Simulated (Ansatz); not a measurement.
Consider Ca3SbN in the anti-perovskite structure (space group Pm-3m, No. 221; a = 4.803 Å; a cell from a computed database, its experimental status unchecked).

It is then changed as follows: cell and atoms relaxed at a pressure of 7.5 GPa.

Levels (all Ansatz, a quantum-chemistry and plane-wave program, PAW): PBEsol (420 eV, no SOC); PBEsol+SOC (420 eV, with spin-orbit coupling).

The geometry is relaxed with PBEsol.

* **PBEsol pressure**: 7.5 GPa
* **PBEsol band gap**: 0.14 eV

Task: What does PBEsol+SOC give at this geometry for the pressure and band gap?

Result: The pressure is still 7.5 GPa; the band gap goes from 0.14 eV to zero.

Single points use the geometry relaxed with PBEsol. The spin-orbit shifts are approximate. Spin-orbit coupling, missing from the scalar runs, can matter with Sb. Load acts through the strain it causes; cell and atoms are relaxed under it. No phonon test of stability was made. Competing high-pressure phases were not computed. Gaps under 0.05 eV, about the width of the smearing, are given as zero. A zero or small gap of Ca3SbN under pressure 7.5 GPa can be the functional's error rather than a property of the material.
